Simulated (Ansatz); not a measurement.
**KTaO3: energy against strain**

KTaO3 (cubic perovskite, Pm-3m, 12.659 Å³/atom at rest, cube axes along x, y and z) under a strain ε along a cube axis (axis z), the other axes held. PBEsol in Ansatz, a plane-wave DFT program (PAW, default set), 420 eV, 8×8×8 Γ-centred mesh, Fermi-Dirac smearing 0.05 eV; ions are relaxed within the symmetry of each cell.

Here s stands for strain and y for E less E0.

| strain (%) | E less E0 (meV/atom) |
|---|---|
| -1.20 | 2.72 |
| -0.60 | 0.70 |
| 0.00 | 0.00 |
| 0.60 | 0.65 |
| 1.20 | 2.49 |
| 3.00 | ? |

**Question.** Fit y against s with a parabola, and predict the withheld value at s = 3.00.

**Answer.** Least squares gives y = 0.016 - 0.0850·s + 1.7996·s². Residuals (row less fit): 0.011, -0.015, -0.016, 0.037, -0.015; standard error 0.033 (degrees of freedom: 2). Twice the quadratic coefficient over the volume, 2 × 1.7996 meV × 10⁴ × 0.1602 / 12.659 Å³, is the elastic constant C11 = 456 ± 6 GPa. At the withheld row, y = 0.016 - 0.0850 × 3.0 + 1.7996 × 3.0² = 15.957 meV/atom. The calculation gives 14.53 meV/atom, 1.427 meV/atom below the prediction (9.8 % of the range of y in the table). The row lies outside the fitted rows, so this is an extrapolation. From the scatter of the fitted rows alone, a prediction at this place has a standard error of 0.214 meV/atom, so the miss is 6.7 times that.

One order more, fitted to all 11 runs of the series, follows each within 0.02, so the miss is the next term of a smooth law. The primitive cell can neither tilt nor turn polar against its symmetry, as such crystals can under strain. Rows are the converged runs of the series near zero and its far end; series whose fitted rows scatter by over a few per cent of the range, as at a crossing or softening among them, aren't shown in this form. Most that stay on the fit to the last digits aren't either.
